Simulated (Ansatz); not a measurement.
Level of theory: PBE (plane waves to 420 eV, PAW; Ansatz, a first-principles code).

Planar average of the electrostatic potential across the slab, in eV from the Fermi level, for a constructed model of the (100) surface of fcc Pt, a layer of Mn in place of the second plane (bottom of the slab: a bare face, its two planes held):

(z (Å), V (eV)): (3.76, 5.67); (4.04, 5.67); (4.33, 5.67); (4.62, 5.66); (4.91, 5.66); (5.20, 5.65); (5.49, 5.62); (5.78, 5.55); (6.07, 5.40); (6.36, 5.07); (6.64, 4.31); (6.93, 2.55); (7.22, -2.15); (7.51, -10.60); (7.80, -17.53); (8.09, -19.22); (8.38, -15.00); (8.67, -7.40); (8.96, -2.27); (9.24, -4.94); (9.53, -12.60); (9.82, -18.56); (10.11, -19.32); (10.40, -14.59); (10.69, -6.90); (10.98, -2.48); (11.27, -6.05); (11.56, -13.72); (11.84, -19.04); (12.13, -18.94); (12.42, -13.42); (12.71, -5.60); (13.00, -1.76); (13.29, -5.32); (13.58, -13.12); (13.87, -18.85); (14.16, -19.25); (14.44, -14.21); (14.73, -6.74); (15.02, -3.24); (15.31, -6.83); (15.60, -11.49); (15.89, -13.13); (16.18, -11.05); (16.47, -6.47); (16.76, -4.80); (17.04, -10.53); (17.33, -17.11); (17.62, -19.49); (17.91, -15.97); (18.20, -8.13); (18.49, -0.51); (18.78, 2.85); (19.07, 4.17); (19.36, 4.75); (19.64, 5.00); (19.93, 5.11); (20.22, 5.16); (20.51, 5.18); (20.80, 5.19); (21.09, 5.20); (21.38, 5.20); (21.67, 5.20); (21.96, 5.20)

Model: 6-atom slab, 10.0 Å thick at the start (thin: gaps and levels are the slab's own), 13x13x1 mesh, Fermi-Dirac 0.1 eV, dipole correction, 2 atoms held, the rest relaxed; symmetry of the start imposed; spin-polarised, ending with about 4.0 μB a cell; orders that need a larger cell were not tried, no spin-orbit, no U. It is one candidate, not shown to be the stable structure of the face.

Task: The surface cell has an area of 7.88 Å². What dipole along the normal does the step between the two vacuum levels imply?

Result: the top vacuum level lies 0.47 eV below the bottom one; p = −ε₀ A ΔV (ε₀ = 0.005526 e/(V·Å)) gives 0.02 e·Å a cell.
